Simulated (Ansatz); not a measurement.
# Cu on the 1x1 (100) surface of monoclinic HfO2 (cut with top plane 2 O), one in a 1x1 cell, started at the site 'top O'

Host crystal: monoclinic HfO2, with a band gap (PBE, scalar-relativistic without spin-orbit coupling).

Level of theory: PBE (plane waves to 420 eV, PAW; Ansatz, a program for electronic structure).

Set-up: 25 atoms, 9.3 Å thick at the start under the adsorbate (thin: gaps and levels are the slab's own); mesh 4x4x1; 0.01 eV smearing; dipole correction on; 12 atoms held, the rest relaxed; no symmetry held; spin-polarised, ending with about 1.0 μB a cell; orders that need a larger cell were not tried, no spin-orbit, no U, no dispersion correction. At the end it is bonded to 4 Hf + O. In PBE it is, or lies within 0.03 eV of, the lowest of the starts that converged.

```yaml
adsorption energy against an atom of fcc Cu: 2.05 eV
gap_of_the_slab_on_its_k_mesh: 0.47 eV
highest_filled_level_below_the_top_vacuum_level: 4.86 eV
change_of_the_step_from_the_bottom_to_the_top_vacuum_level_against_the_clean_slab: -0.48 eV
energy_released_by_relaxation: 0.99 eV
height of the binding atom over the mean of the host atoms within 0.3 Å of the top one: 0.709 Å
magnetic_moment_of_the_cell: 1.00 μB
nearest_host_atoms_of_the_binding_atom: O at 1.91 Å, Hf at 2.86 Å, O at 2.87 Å
largest_move_of_a_host_atom: 0.17 Å
caution: the clean host was not checked against rearrangement in a larger or rattled cell
note: in the relaxation the adsorbate left its starting site by 1.9 Å
cost: very roughly 120 core-minutes
```

A negative adsorption energy means that the adsorbate is more stable on the surface than in its reference.
